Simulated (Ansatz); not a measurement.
Bond-angle distributions (per cent of the angles at each element, bins of 10°) of a relaxed model of amorphous Ge$_{28}$Se$_{28}$H$_{2}$ at 4.83 g/cm³. The numbers are results of PBE-D3(BJ), scalar-relativistic without spin-orbit coupling, PAW (Ansatz default set, large-core Se) (plane waves to 420 eV; Ansatz, an electronic-structure program), not measurements.

It comes from a melt-quench run on a machine-learned potential (CHGNet), relaxed afterwards by DFT. The hot cell started wider than the set density and was brought back towards it in steps. It is the lowest in DFT energy of 3 quenches. It is a model cell: composition and starting density were chosen by hand, and all elements were melted together. The geometry includes D3(BJ) dispersion. Its density started from a set value of 4.91 and ended at 4.83 g/cm³. Cooling (nominally 250 K/ps over its main leg) ran many orders faster than in experiment, which tends to leave more defects and strain. One small periodic cell is one sample of the glass; other quenches scatter about these values. Volume and shape were free in the relaxation.

Neighbours within Ge-Ge 2.85 Å, Ge-Se 2.92 Å, Ge-H 1.81 Å, Se-Se 2.76 Å, Se-H 1.81 Å, H-H 0.90 Å count as bonded.

| angle (°) | at Ge | at Se |
|---|---|---|
| 50-60 | 0 | 0 |
| 60-70 | 0 | 0 |
| 70-80 | 4 | 4 |
| 80-90 | 28 | 20 |
| 90-100 | 27 | 32 |
| 100-110 | 25 | 28 |
| 110-120 | 8 | 10 |
| 120-130 | 1 | 1 |
| 130-140 | 1 | 4 |
| 140-150 | 3 | 0 |
| 150-160 | 2 | 0 |
| 160-170 | 0 | 0 |
| 170-180 | 0 | 0 |

They go with these counts of neighbours within the cut-offs, cation contacts included: Ge mean 3.2, most often 3; Se mean 2.8, most often 3.
